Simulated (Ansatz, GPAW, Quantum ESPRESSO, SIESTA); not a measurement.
# Code comparison for BaSn3S4 (Pm, 8 atoms in the cell)

Self-consistent single point.

```
BaSn3S4
1.0
    4.44901     0.00000     0.00000
    0.00000     4.20507     0.00000
   -0.10178     0.00000    11.74555
Ba Sn S
1 3 4
Direct
  0.41811   0.50000   0.61265
  0.14952   0.50000   0.10585
  0.63280   0.00000   0.35863
  0.87009   0.00000   0.87999
  0.48191   0.50000   0.88226
  0.00887   0.50000   0.35101
  0.51747   0.00000   0.14764
  0.92122   0.00000   0.66198
```

Shared settings, as Ansatz (a first-principles code) writes them: kpoints.mp_grid.grid = 4 4 2; scf.occupations.method = fermi_dirac; scf.occupations.width = 0.0037 Ry. Potentials and cutoffs stand in the table.

| code | model | pressure (GPa) | largest force (eV/Å) | gap on the mesh (eV) | cutoff |
|---|---|---|---|---|---|
| GPAW | LDA (Perdew-Wang 92), GPAW PAW datasets LDA (gpaw-data 1.0.1) | -4.19 | 0.292 | 0.747 | 600 eV |
| Ansatz | LDA (PW92), PAW files made with PBE | -4.25 | 0.289 | 0.772 | 30.9 Ry |
| SIESTA | LDA PW92, numerical atomic orbitals TZP, PseudoDojo LDA standard norm-conserving potentials (rewritten from UPF to PSML) | -4.02 | 0.241 | 0.633 | grid 400 Ry |
| Quantum ESPRESSO | LDA (PZ), GBRV 1.5 ultrasoft (LDA) pseudopotentials | -4.17 | 0.281 | 0.762 | 40 Ry |

Size of the force on each atom (eV/Å): Sizes of forces hide their directions.

| code | Ba1 | Sn2 | Sn3 | Sn4 | S5 | S6 | S7 | S8 |
|---|---|---|---|---|---|---|---|---|
| GPAW | 0.021 | 0.153 | 0.211 | 0.292 | 0.152 | 0.160 | 0.084 | 0.141 |
| Ansatz | 0.058 | 0.152 | 0.192 | 0.289 | 0.140 | 0.143 | 0.072 | 0.101 |
| SIESTA | 0.086 | 0.130 | 0.085 | 0.219 | 0.193 | 0.040 | 0.241 | 0.189 |
| Quantum ESPRESSO | 0.030 | 0.142 | 0.183 | 0.281 | 0.134 | 0.138 | 0.078 | 0.108 |

Gaps are read on the mesh.

The spread over the programs that give each value: pressure within 0.23 GPa; largest force within 0.051 eV/Å; gap on the mesh within 0.139 eV.

SIESTA uses small atom-centred bases, whose incompleteness enters pressures, forces and empty levels differently from a plane-wave cutoff. Ansatz's pressure is given at a fixed set of plane waves, as the other plane-wave codes print theirs. The same LDA comes in different parametrisations, which differ slightly. In the gap, SIESTA (by 0.129) lies more than 0.12 eV from the median of the plane-wave programs. In the force vectors, SIESTA (by 0.210) lies more than 0.08 eV/Å from the median of the plane-wave programs.

On the base mesh (3 4 2) the same programs gave: Ansatz pressure -4.32 GPa, gap on the mesh 1.300 eV; Quantum ESPRESSO pressure -4.24 GPa, gap on the mesh 1.292 eV; GPAW pressure -4.26 GPa, gap on the mesh 1.279 eV; SIESTA pressure -4.11 GPa, gap on the mesh 1.263 eV.

The values differ from the base mesh's, so the mesh still matters here: the table compares the programs at equal settings.

The starting cell comes from a database of computed structures (which also holds hypothetical and non-ambient phases and stackings), without a prior relaxation at this level.

Left out of this page: CP2K (on another mesh).

Keys are those of Ansatz 0.2.
